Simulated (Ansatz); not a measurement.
We consider NaF (model structure, started from the wurtzite type, P6₃/mmc, No. 194, 4 atoms in the cell), described by HSE06 in Ansatz (plane waves, PAW).

Numerical settings: plane-wave cutoff 460 eV, 9×9×6 k mesh (along the axes of the cell as run), Fermi–Dirac smearing 0.01 eV, scalar-relativistic PAW data made under PBE.

The cell is the one relaxed with PBEsol. Conventional cell: a = 3.8922 Å, b = 3.8922 Å, c = 4.5841 Å, α = 90.00°, β = 90.00°, γ = 120.00°.

```yaml
crystal:
  lattice:
    - [3.89223, 0.00000, 0.00000]
    - [-1.94612, 3.37077, 0.00000]
    - [0.00000, 0.00000, 4.58412]
  atoms:
    - { symbol: Na, position: [0.66667, 0.33333, 0.06261] }
    - { symbol: Na, position: [0.33333, 0.66667, 0.56261] }
    - { symbol: F, position: [0.66667, 0.33333, 0.56259] }
    - { symbol: F, position: [0.33333, 0.66667, 0.06259] }
```

**Question.** List the 16 lowest band energies at Γ above −25 eV (eV, relative to the valence band maximum), grouping those that round alike.

**Answer.** At Γ: -20.63, -20.49, -20.45 (×2), -20.41, -20.40 (×2), -20.37, -1.13, -0.61 (×2), -0.29 (×2), 0.00, 7.67, 14.93.

Note: the run warned that its exchange threshold was loose for the stress; the relaxation could raise the start's symmetry but not lower it, so the cell can be a saddle point.

A model structure was made by putting elements into a prototype or built by hand; it is no filed structure, need not be a known phase, and can be a saddle point held by its symmetry.

Ansatz is a first-principles code.
